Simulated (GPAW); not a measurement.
GPAW run on SrO (Fm-3m, 2 atoms in the cell): self-consistent single point.

Level of theory: LDA (Perdew-Wang 92), GPAW PAW datasets LDA (gpaw-data 1.0.1) (plane waves; GPAW 25.7.0).

```yaml
crystal:
  lattice:
    - [0.00000, 2.58000, 2.58000]
    - [2.58000, 0.00000, 2.58000]
    - [2.58000, 2.58000, 0.00000]
  atoms:
    - { symbol: Sr, position: [0.00000, 0.00000, 0.00000] }
    - { symbol: O, position: [0.50000, 0.50000, 0.50000] }
```

Reference input (self-consistent single point, DFT PBE, plane waves, GPAW PAW datasets PBE (gpaw-data 1.0.1)): mode = pw; ecut = 950 eV; xc = PBE; kpts = 8 8 8; mesh shift (steps) = 0 0 0; occupations.name = fermi-dirac; occupations.width = 0.05 eV; nbands = -8; convergence.bands = -6; symmetry.symmorphic = false; symmetry.tolerance = 0.0005; maxiter = 100. This run's input differs from it in these lines:

```diff
@@ -13,3 +13,3 @@
 calc = GPAW(mode={'name': 'pw', 'ecut': 950},
-            xc='PBE',
+            xc='LDA',
             kpts={'size': (8, 8, 8), 'gamma': True},
```

Its files differ too (potentials: GPAW PAW datasets LDA (gpaw-data 1.0.1)).

The program printed (abridged):

```
     iter     time        total  log10-change:
                         energy   eigst   dens
iter:   1 --:--:--   -15.219066   +2.15
iter:   2 --:--:--   -14.734816   +0.42  -0.97
iter:   3 --:--:--   -13.725683   -0.94  -1.03
iter:   4 --:--:--   -13.749069   -2.15  -1.29
iter:   5 --:--:--   -13.649076   -2.06  -1.43
iter:   6 --:--:--   -13.648337   -4.09  -2.52
iter:   7 --:--:--   -13.651904c  -3.43  -2.49
iter:   8 --:--:--   -13.647379c  -3.43  -2.32
iter:   9 --:--:--   -13.647401c  -6.05  -3.20
iter:  10 --:--:--   -13.647308c  -5.05  -3.25
iter:  11 --:--:--   -13.647339c  -6.11  -3.31
iter:  12 --:--:--   -13.647258c  -4.96  -3.18
iter:  13 --:--:--   -13.647258c  -7.22  -4.51c
iter:  14 --:--:--   -13.647260c  -6.56  -4.63c
iter:  15 --:--:--   -13.647258c  -6.58  -3.99
iter:  16 --:--:--   -13.647258c  -9.02c -5.51c
Converged after 16 iterations.

Dipole moment: (0.000000, -0.000000, 0.000000) |e|*Ang

Energy contributions relative to reference atoms: (reference = -88424.643132)

Kinetic:        +12.197369
Potential:      -10.116941
External:        +0.000000
XC:             -15.602911
Entropy (-ST):   -0.000000
Local:           -0.124775
SIC:             +0.000000
--------------------------
Free energy:    -13.647258
Extrapolated:   -13.647258

Showing only first 2 kpts
 Kpt  Band  Eigenvalues  Occupancy
  0     6      4.60904    2.00000
  0     7      4.60904    2.00000
  0     8      8.34897    0.00000
  0     9     10.77667    0.00000

  1     6      4.54257    2.00000
  1     7      4.54257    2.00000
  1     8      9.12555    0.00000
  1     9     10.07537    0.00000

Fermi level: 5.60970

Gap: 3.210 eV
Transition (v -> c):
   [... lines left out ...]
Direct/indirect transitions are different
Direct gap: 3.294 eV
Transition at: (s=0, k=24, n=7, [0.50, 0.50, 0.00])
Energy (eV): -13.647258

Forces in eV/Ang:
  0 Sr    0.00000    0.00000    0.00000
  1 O     0.00000   -0.00000   -0.00000

Stress tensor:
     0.028286    -0.000000    -0.000000
    -0.000000     0.028286    -0.000000
    -0.000000    -0.000000     0.028286
Stress (GPa, Voigt): [ 4.5319  4.5319  4.5319 -0.     -0.     -0.    ]
```

The run converged in 16 iterations. GPAW prints stress with tension positive. Against the reference run the gap on the mesh goes from 3.366 to 3.210 eV.

At such cutoffs GPAW's stress carries a finite-basis (Pulay) error, which enters relaxed cells too; its log prints stress with tension positive.

The starting cell has typed, rounded lattice constants, without a prior relaxation at this level.
